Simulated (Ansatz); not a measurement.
Abridged Ansatz (a program for electronic structure) output:

```
Relaxation: its limit of steps is 50 (relax.max_steps)
Pseudopotential: Sc, paw, valence charge 11
Pseudopotential: Pd, paw, valence charge 18
Crystal: 4 atoms, lattice volume = 61.282 Å³
Basis set: ecut = 420 eV, 1213 PW (Γ), exchange–correlation on 54×54×54 points (8 copies of the dense FFT grid, shifted against one another)
Bands: 39, of which v1, the nominal top of the filled ones, is band 33 counted from 1 (32 counted from 0)
Symmetry: 16 space group operations
k-points: 288 of 3375
Functional: x = pbesol(κ = 0.804, μ = 0.12345679012345678), c = pbesol(β = 0.046)
SCF iter   1: F=—  HF=-22834.848218 eV  |F-HF|=—  |Δ(HF+E_count)|=         —  Δρ=1.46e-2  dr2=1.74e-1  ethr=1.77e-3  ⟨swp⟩=4.9  Hψ=38558  notcnv=0
SCF iter   2: F=—  HF=-22834.826345 eV  |F-HF|=—  |Δ(HF+E_count)|=   2.19e-2  Δρ=5.30e-3  dr2=2.97e-2  ethr=2.68e-4  ⟨swp⟩=1.0  Hψ=13537  notcnv=0
SCF 1 converged in 6 iterations: F = -22834.822057 eV  dr2 = 4.51e-8
relax step   1: F+E_penalty+E_count = -22834.82205709 eV  Δ(F+E_penalty+E_count) = +0.000e0 eV  max|allowed force component| = 5.956e-29 eV/Å  Δτ_max = 0.0000 Å  P = -0.000 GPa  Ω = 61.282 Å³  (6 SCF iters, dr2 threshold 1.00e-7 eV, accepted)
[... steps on the carried basis left out ...]
relax step   6: F+E_penalty+E_count = -22834.77910729 eV  Δ(F+E_penalty+E_count) = +2.052e-4 eV  max|allowed force component| = 2.209e-29 eV/Å  Δτ_max = 0.0000 Å  P = +1.670 GPa  Ω = 60.757 Å³  stress off target by 7.92e-3 GPa  SCF on the basis re-selected at this cell (its energy is not comparable with the rows above)  (6 SCF iters)
SCF converged after 6 iterations
Free energy (F): -22834.779107 eV
Internal energy: -22834.701966 eV  (E = F + TS)
E sigma→0 (E₀):  -22834.740537 eV
Entropy (-TS):   -0.077141 eV (-19.285 meV/atom)
Fermi energy:    18.392468 eV
--- Forces (eV/Å), atoms counted from 1 ---
  atom   1  Sc     0.00000000     0.00000000     0.00000000
  atom   2  Pd     0.00000000     0.00000000     0.00000000
  atom   3  Pd     0.00000000     0.00000000     0.00000000
  atom   4  Pd     0.00000000     0.00000000     0.00000000
--- Stress (GPa, compression-positive) ---
        0.001775       0.000000       0.000000
        0.000000       0.001775       0.000000
        0.000000       0.000000       5.007921
  P = ⅓ Tr σ = 1.6705 GPa (16.705 kbar)
--- Relaxed structure (5 steps of the walk, 5 accepted, 1 SCFs on fresh bases) ---
  cell:  # Å, volume = 60.7571 Å³
    - [4.012546958530202, -3.821767233393421e-34, 0.0]
    - [-3.821767233393421e-34, 4.012546958530202, 0.0]
    - [0.0, 0.0, 3.7736068243873095]
  atoms:
    - { symbol: Sc, position: [-8.360292711535991e-36, 7.513529826344757e-37, 0.0] }
    - { symbol: Pd, position: [0.5, 0.5, 0.0] }
    - { symbol: Pd, position: [-1.1508819495909043e-35, 0.5, 0.5] }
    - { symbol: Pd, position: [0.5, 7.752054582736637e-37, 0.5] }
```

Problem. What was computed, and what are the main results?

Solution. ScPd3, 4 atoms in the cell, with PBEsol (Ansatz, PAW, no SOC), from a series relaxed to a target (uniaxial stress, 5 GPa compression along z). The last SCF converged to F = -22834.779107 eV, or -5708.6948 eV per atom. The total energy compares only with runs of the same code, potentials and settings.

Load acts through the strain it causes; cell and atoms are relaxed under it. Stability under load was not tested beyond the relaxation. All final runs are without spin polarisation. The cell was made from ScPd₃ in the Cu3Au type structure (space group Pm-3m, No. 221) by this change: uniaxial stress, 5 GPa compression along z.

Keys are those of Ansatz 0.2.
